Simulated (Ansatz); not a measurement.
Start from InAs in the zinc blende structure (space group F-43m, No. 216; a = 6.109 Å).

Modification: a fraction x = 0.75 of the As sites is given to Sb, ordered in a cell of 8 atoms (starting symmetry Pmm2) and fully relaxed.

The other end (x = 1) is InSb in the zinc blende structure (space group F-43m, No. 216): 35.22 Å³/atom, gap zero.

Levels (all Ansatz, a program for electronic structure, PAW): r2SCAN (500 eV, scalar-relativistic without spin-orbit coupling); HSE06 (420 eV, scalar-relativistic without spin-orbit coupling).

The geometry is relaxed with r2SCAN.

```
Property         Result
---------------  ------
r2SCAN band gap    zero
```

With HSE06 at the same geometry, the band gap goes from zero to 0.10 eV.

Single points use the geometry relaxed with r2SCAN. HSE06 was sampled on its mesh, a few special points and the semilocal edge points, so its gap is an upper bound. These are small ordered cells, not random alloys; other orderings at the same x differ. Spin-orbit coupling, missing from the scalar runs, can matter with Sb. No phonon test of stability was made. All final runs are without spin polarisation. Gaps under 0.05 eV, about the width of the smearing, are given as zero. A zero or small gap of In4Sb3As, InAs and InSb can be the functional's error rather than a property of the material.
